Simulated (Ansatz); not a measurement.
Input:

```
NaMgF3
1.0
    3.71022     0.00000     0.00000
    0.00000     3.71022     0.00000
    0.00000     0.00000     3.71022
Na Mg F
1 1 3
Direct
  0.00000   0.00000   0.00000
  0.50000   0.50000   0.50000
  0.50000   0.50000   0.00000
  0.00000   0.50000   0.50000
  0.50000   0.00000   0.50000
```

No spin polarisation.

Level of theory: plane-wave PAW DFT at the r2SCAN level (Ansatz, a quantum-chemistry and plane-wave program, 500 eV), without spin-orbit coupling. Settings: 9×9×9 k-points, 0.05 eV Fermi–Dirac smearing.

### Question
What electron mass does the calculation give?

### Answer
0.56 mₑ (at Γ).

### Question
What band gap does the calculation give?

### Answer
7.81 eV.

### Question
Estimate the smallest direct gap.

### Answer
8.30 eV.

Load acts through the strain it causes; cell and atoms are relaxed under it. Masses are band curvatures over ±0.01 Å⁻¹ around the edge. Stability against distortions was not tested. Competing high-pressure phases were not computed. The cell was made from NaMgF₃ in the cubic perovskite structure (space group Pm-3m, No. 221; a cell from a computed database, its experimental status unchecked) by this change: pressure 15 GPa. Many cubic perovskites are stable only at high temperature; tilts and polar distortions were not tested.
